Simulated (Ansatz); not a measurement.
A computed series for AlP: carrier doping

Take AlP in the zinc blende structure (space group F-43m, No. 216; a = 5.508 Å) as the base.

Carriers are added at fixed cell with a uniform background; the Fermi–Dirac width is that of 300 K.

The values are results of DFT with PBE, PAW potentials and a 420 eV plane-wave cutoff in Ansatz (a first-principles code), no SOC, not measurements.

Notes on the quantities. Fermi level from band edge: Fermi level relative to the doped band's edge (positive inside the band; to 0.05 eV).

```
variant                   gap between the host's bands  Fermi level from band edge
------------------------  ----------------------------  --------------------------
undoped                                        1.63 eV                           –
electrons 7.0×10^20 cm⁻³                       1.62 eV                    +0.30 eV
electrons 1.5×10^21 cm⁻³                       1.60 eV                    +0.50 eV
electrons 2.0×10^21 cm⁻³                       1.59 eV                    +0.55 eV
electrons 5.0×10^21 cm⁻³                       1.55 eV                    +0.95 eV
holes 7.0×10^20 cm⁻³                           1.66 eV                    +0.10 eV
holes 1.5×10^21 cm⁻³                           1.69 eV                    +0.20 eV
holes 2.0×10^21 cm⁻³                           1.71 eV                    +0.25 eV
holes 5.0×10^21 cm⁻³                           1.82 eV                    +0.40 eV
```

Charged cell with a jellium background: band edges are those of the host's band count, energies are not comparable with the neutral cell, and many-body gap narrowing is missing. Stability against distortions was not tested.
